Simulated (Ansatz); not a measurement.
**YbSi2 in the fluorite structure (space group Fm-3m, No. 225; a hypothetical phase, not in the database extracts checked)**

YbSi₂ has the cubic space group Fm-3m (No. 225), the fluorite structure, Pearson symbol cF12. Lattice parameters: a = b = c = 6.457 Å, α = β = γ = 90.00°. Yb on 4a sees 8 Si at 2.796 Å (cubic). Si on 8c sees 4 Yb at 2.796 Å (tetrahedral). (Neighbours: up to the widest gap in distance over summed covalent radii, below 1.35, at either atom; cation-cation and far metal-metal contacts left out.)
(The calculation used a cell of 3 atoms; values per cell refer to that cell.)

Calculations: Ansatz (a program for electronic structure), PBE, PAW, cutoff 420 eV, no spin-orbit coupling. Γ-centred 13×13×13 mesh, Fermi–Dirac width 0.05 eV.

| Property | Result |
|---|---|
| Volume per atom | 22.43 Å³ |
| Density | 5.66 g/cm³ |
| Band gap | zero |
| Total energy | -5022.009 eV/atom (σ→0; compares only within this code and set-up) |

The state of the 4f shell was not checked for lower solutions. Stability against distortions was not tested. Seeded moments were not kept for the base. All final runs are without spin polarisation.
